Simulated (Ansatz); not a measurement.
Start from ZrO₂ in the fluorite structure (space group Fm-3m, No. 225; a = 5.116 Å).

Levels (all Ansatz, an electronic-structure program, PAW): PBE (420 eV, no SOC); HSE06 (420 eV, scalar-relativistic without spin-orbit coupling).

Its gap is 3.32 eV with PBE and 4.93 eV with HSE06.

Perturbation: every lattice vector is stretched by 1.19 %, atoms relaxed at fixed cell.

With PBE the gap becomes 3.22 eV.

Task: If the HSE06 correction stayed the same, what would the HSE06 gap be, and what does the HSE06 run give?

Result: A rigid correction of +1.61 eV gives 4.83 eV. The HSE06 run gives 4.81 eV, so the two effects roughly add.

Single points use the geometry relaxed with PBE. The hybrid gap comes from the SCF mesh plus the semilocal run's edge points and a few special points and is an upper bound. The cells carry an imposed strain or load. Whether these cells are dynamically stable was not tested. This is not the structure that ZrO2 has at room temperature and ambient pressure.
